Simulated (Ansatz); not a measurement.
# SrHfO3 (I4/mcm, No. 140, 10 atoms in the cell; start mp-3721; a measured phase of this formula has another space group)

These are HSE06 (PAW; Ansatz, a first-principles code) values and carry that method's errors.

Run with plane-wave cutoff 460 eV, 6×6×6 k mesh, Fermi–Dirac smearing 0.01 eV, scalar-relativistic PAW data made under PBE.

Cell (relaxed with PBEsol):

Space group I4/mcm (No. 140); a = b = 5.7144 Å, c = 8.2716 Å, α = β = γ = 90.00°

```tsv
atom	site	symmetry	x	y	z
Sr	4b	-42m	0.0000	0.5000	0.2500
Hf	4c	4/m..	0.0000	0.0000	0.0000
O	8h	m.2m	0.3075	0.1925	0.0000
O	4a	422	0.0000	0.0000	0.2500
```
(The calculation used a cell of 10 atoms; values per cell refer to that cell.)

| Property | Value |
|---|---|
| band gap | 5.78 eV |
| smallest direct gap on the k points sampled | 5.82 eV |

Note: cell and atoms aren't relaxed at this level (pressure 1.9 GPa).

Spin–orbit coupling is not included.

The computed numbers hold no vibrational or temperature effects.

It cost around 9 core-minutes (rough) of CPU time.

A start named mp-… is a Materials Project structure, which need not be a measured phase.
